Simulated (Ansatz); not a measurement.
Sr2MoO4: pressure series

Take Sr₂MoO₄ (space group I4/mmm, No. 139; a = 3.878 Å, c = 12.798 Å; a cell from a computed database, its experimental status unchecked) as the base.

Cell and atoms are relaxed at each pressure.

The values are results of PBEsol, PAW, 420 eV (Ansatz, a quantum-chemistry and plane-wave program; scalar-relativistic without spin-orbit coupling), not measurements.

Notes on the quantities. enthalpy: H = E + PV relative to the base's energy.

```json
[
 {"variant": "base", "enthalpy": "–", "density": "5.78 g/cm³", "c/a ratio": "3.300"},
 {"variant": "pressure 0.3 GPa", "enthalpy": "+0.03 eV/atom", "density": "5.79 g/cm³", "c/a ratio": "3.300"},
 {"variant": "pressure 0.7 GPa", "enthalpy": "+0.06 eV/atom", "density": "___", "c/a ratio": "3.298"},
 {"variant": "pressure 1.5 GPa", "enthalpy": "+0.13 eV/atom", "density": "5.84 g/cm³", "c/a ratio": "3.296"}
]
```

Q: Some entries are withheld; estimate them.

A: 
- pressure 0.7 GPa, density: 5.81 g/cm³

Load acts through the strain it causes; cell and atoms are relaxed under it. No phonon test of stability was made. No Hubbard U is applied, and correlation can decide whether such a compound is a metal. The final runs are not spin-polarised.
